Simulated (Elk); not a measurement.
Input and output of a self-consistent single point for GaBi (Fm-3m, 2 atoms in the cell) (Elk).

Level of theory: PBE, all-electron FP-LAPW, Elk's shipped species files, APW+lo basis with extra local orbitals (Elk).

```
CELL_PARAMETERS angstrom
      0.00000     2.87992     2.87992
      2.87992     0.00000     2.87992
      2.87992     2.87992     0.00000
ATOMIC_POSITIONS crystal
  Bi 0.00000 0.00000 0.00000
  Ga 0.50000 0.50000 0.50000
```

Reference input (self-consistent single point, DFT, PBE, all-electron FP-LAPW, Elk's shipped species files, APW+lo basis with extra local orbitals): xctype = 20; rgkmax = 7.5; stype = 3; swidth = 0.00367493 Ha; ngridk = 9 9 9; gmaxvr = 16 1/bohr; nxlo = 2; lorbcnd = true; rmtscf = 0.98; lmaxi = 3. This run's input differs from it in these lines:

```diff
@@ -28,3 +28,3 @@
 swidth
-  0.00367493
+  0.00110248
 
@@ -45,3 +45,3 @@
 ngridk
-  9 9 9
+  11 11 11
```

Output, abridged:

```
│ Self-consistent loop started │
│ Loop number : 1 │
 total energy                :     -23534.5475850
│ Loop number : 2 │
 total energy                :     -23534.5552067
RMS change in Kohn-Sham potential (target) :   0.1491338620     (  0.1000000000E-05)
Absolute change in total energy (target)   :   0.7621707518E-02 (  0.1000000000E-03)
│ Loop number : 3 │
 total energy                :     -23533.8959726
RMS change in Kohn-Sham potential (target) :   0.1372794436     (  0.1000000000E-05)
Absolute change in total energy (target)   :   0.6573286086     (  0.1000000000E-03)
│ Loop number : 4 │
   [... lines left out ...]
Absolute change in total energy (target)   :   0.5038811250E-03 (  0.1000000000E-03)
│ Loop number : 14 │
 total energy                :     -23525.8797936
RMS change in Kohn-Sham potential (target) :   0.1311623899E-06 (  0.1000000000E-05)
Absolute change in total energy (target)   :   0.1282203666E-03 (  0.1000000000E-03)
│ Loop number : 15 │
 total energy                :     -23525.8797804
RMS change in Kohn-Sham potential (target) :   0.1449095736E-07 (  0.1000000000E-05)
Absolute change in total energy (target)   :   0.4523468670E-04 (  0.1000000000E-03)
Convergence targets achieved

│ Loop number : 16 │

Energies :
 Fermi                       :     0.265121199654
 total energy                :     -23525.8797802

Density of states at Fermi energy :    32.83452634
 (states/Hartree/unit cell)

Estimated indirect band gap :   0.1569631165E-02
 from k-point     19 to k-point      9
Estimated direct band gap   :   0.1416879153E-01
 at k-point     10

Charges :
 core                        :    86.00000000
 valence                     :    28.00000000
 interstitial                :    3.258034542
 muffin-tins (core leakage)
  species :    1 (Bi)
   atom    1                 :    81.18925850     (  0.9088964937E-03)
  species :    2 (Ga)
   atom    1                 :    29.55270696     (  0.9753671942E-03)
 total in muffin-tins        :    110.7419655
 total calculated charge     :    113.9925598
 total charge                :    114.0000000
 error                       :   0.7440247455E-02

│ Self-consistent loop stopped │
```

The run converged in 16 iterations. The count includes the last loop, which Elk runs after its targets are met. Against the reference run the free energy rises by 18.3 meV/atom.

The starting cell was generated: these elements placed on a structure prototype, without a prior relaxation; it need not be a known phase or ordering of this composition. Spin-orbit coupling is off. Values depend on the basis (sphere radii, cutoffs, local orbitals), which need not be converged. The log's line on a gap gives a spacing of levels on this mesh, which the program prints for metals too.
